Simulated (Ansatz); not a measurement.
Elastic constant C13 of L1₀ (CuAu-type) TiAl: levels of theory against measurement

Reference value: 75 GPa (measured, 0 K, extrapolated to 0 K, Ti-56 at.% Al crystal; axes of the face-centred tetragonal cell; as tabulated in Qi et al. (2023), arXiv:2305.11825).

```tsv
level (code)	value (GPa)	cell (Å³/atom)
LDA (Ansatz)	98.8	15.30
PBE (Ansatz)	83.5	16.23
PBE-D3(BJ) (Ansatz)	92.0	15.54
r²SCAN+rVV10 (Ansatz)	88.7	15.97
HSE06 (Ansatz)	…	16.03
```

Problem. Complete the blanks.

Solution. 
- HSE06 (Ansatz, a first-principles code), value (GPa): 79.0

Differences against the reference: LDA +32 %, PBE +11.3 %, PBE-D3(BJ) +23 %, r²SCAN+rVV10 +18.3 %, HSE06 +5.3 %.

Closest of the ranked levels: HSE06 (+5.3 %). Among them LDA (+32 %) misses by most. All 5 levels lie above the reference.

The reference isn't brought to a static lattice, while the calculations are for one, so the differences are not the levels' errors alone. The crystal itself was run without spin with LDA, PBE, PBE-D3(BJ), r²SCAN+rVV10, HSE06; a magnetic state was not tried in these runs. PBE-D3(BJ): the dispersion coefficients are held fixed in the derivatives. HSE06: hybrids on metals are sensitive to the k mesh. HSE06: the run warned that the count of filled bands differs between k points. Each level is taken at its own relaxed cell. Cutoffs and k meshes differ between the levels. Ansatz's density-functional and Hartree–Fock values are scalar-relativistic unless marked +SOC, with PAW data made under PBE.

Differences are worked out from the printed values.
